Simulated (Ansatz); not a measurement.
Consider SnO₂ in the rutile structure (space group P4_2/mnm, No. 136).

```yaml
crystal:
  lattice:
    - [4.72236, 0.00000, 0.00000]
    - [0.00000, 4.72236, 0.00000]
    - [0.00000, 0.00000, 3.19034]
  atoms:
    - { symbol: Sn, position: [0.00000, 0.00000, 0.00000] }
    - { symbol: Sn, position: [0.50000, 0.50000, 0.50000] }
    - { symbol: O, position: [0.30607, 0.30607, 0.00000] }
    - { symbol: O, position: [0.80607, 0.19393, 0.50000] }
    - { symbol: O, position: [0.19393, 0.80607, 0.50000] }
    - { symbol: O, position: [0.69393, 0.69393, 0.00000] }
```

Cartesian axes are those of the cell as printed.

Computed with Kohn–Sham DFT with the LDA functional, run in Ansatz (a first-principles code) with PAW and 420 eV plane waves, scalar-relativistic without spin-orbit coupling.

For the base:

| Property | Value |
|---|---|
| Valence-band top at Γ | 0.00, -0.80, -0.80 eV |
| Band gap | 1.16 eV |
| Electron mass | 0.18 mₑ along c, 0.20 mₑ across (at Γ) |

It is then changed as follows: uniaxial strain ε_xx = −3.00 %, all other strain components held at zero; the atoms relax in the strained cell.

What does the calculation give for the valence-band top at Γ, band gap, electron mass and largest internal atomic displacement after the change?

The valence-band top at Γ (three highest levels, from the VBM) goes from 0.00, -0.80, -0.80 eV to 0.00, -0.69, -0.82 eV; the band gap increases by 0.35 eV, from 1.16 eV to 1.51 eV; the electron mass becomes 0.23 mₑ along x, 0.22 mₑ along y, 0.20 mₑ along z (at Γ) (base: 0.18 mₑ along c, 0.20 mₑ across (at Γ)); the largest internal atomic displacement amounts to 0.057 Å.

Masses are band curvatures over ±0.01 Å⁻¹ around the edge. Whether these cells are dynamically stable was not tested.
